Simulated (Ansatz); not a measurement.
We consider TaC (model structure, F-43m, No. 216, 2 atoms in the cell), described by PBEsol (PAW; Ansatz, a quantum-chemistry and plane-wave program).

Numerical settings: plane-wave cutoff 520 eV, 20×20×20 k mesh, Fermi–Dirac smearing 0.05 eV, scalar-relativistic PAW data made under PBE.

Cell (relaxed at this level):

```
CELL_PARAMETERS angstrom
      0.00000     2.39531     2.39531
      2.39531     0.00000     2.39531
      2.39531     2.39531     0.00000
ATOMIC_POSITIONS crystal
  Ta 0.00000 0.00000 0.00000
  C  0.25000 0.25000 0.25000
```

Question: Predict the bulk modulus B0.

Answer: 
- bulk modulus B0: 238 GPa

The run finds no gap.

Note: the bulk modulus is −V dP/dV from two relaxed cells at ±2 % in volume; the relaxation could raise the start's symmetry but not lower it, so the cell can be a saddle point.

Spin–orbit coupling is not included; it can open a gap where bands touch, and shift volumes and moduli.

Computed values are for the static lattice.

A model structure was made by putting elements into a prototype or built by hand; it is no filed structure, need not be a known phase, and can be a saddle point held by its symmetry.
